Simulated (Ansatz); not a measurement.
BeS under a change: uniaxial strain ε_zz = +1.50 %

Take BeS in the zinc blende structure (space group F-43m, No. 216; a = 4.838 Å) as the base. Axes: x, y, z lie along the cube axes.

One thing is altered: the cell is stretched by 1.50 % along z with no lateral relaxation; the atoms relax in the strained cell.

The values are results of Ansatz (a quantum-chemistry and plane-wave program) PBEsol, spin-orbit coupling left out, not measurements. Settings: 12×12×12 k-points, 0.05 eV Fermi–Dirac smearing.

The volume per atom grows by 0.21 Å³, from 14.16 Å³ to 14.37 Å³ and the space group becomes I-4m2 (No. 119) (base: F-43m (No. 216)). The shortest interatomic distance goes up by 0.020 bohr (3.959 bohr → 3.979 bohr) and the energy rises by 1.6 meV/atom. The band gap decreases by 0.03 eV, from 2.91 eV to 2.88 eV and the gap character comes out as indirect, Γ → X. The smallest direct gap decreases by 0.07 eV (5.54 eV → 5.47 eV) and the electron mass becomes 0.79 mₑ along k, 0.28 mₑ across (at X) (base: 0.80 mₑ along k, 0.28 mₑ across (at X)). The valence-band top at Γ (three highest levels, from the VBM) becomes 0.00, 0.00, -0.08 eV (base: 0.00, 0.00, 0.00 eV) and the valley order (the lowest conduction-band minima on the path, energy above the VBM, named in the base's zone) changes from X along ⟨100⟩ 2.91 eV to X along [010] 2.88 eV; X along [001] 2.99 eV. The stress (xx, yy, zz, yz, xz, xy; compression positive) comes out as (-0.94, -0.94, -2.37, 0.00, 0.00, 0.00) GPa.

Final structure:

```
BeS
1.0
    0.00000     2.41904     2.45532
    2.41904     0.00000     2.45532
    2.41904     2.41904     0.00000
Be S
1 1
Direct
  0.00000   0.00000   0.00000
  0.25000   0.25000   0.25000
```

Cost of the whole job for the changed cell (relaxation, final SCF and bands): about 9 core-seconds (a rough figure).

Masses are band curvatures over ±0.01 Å⁻¹ around the edge. Along k means along the line from Γ to the band edge. Stability against distortions was not tested. k-point labels follow each cell's own Brillouin zone.
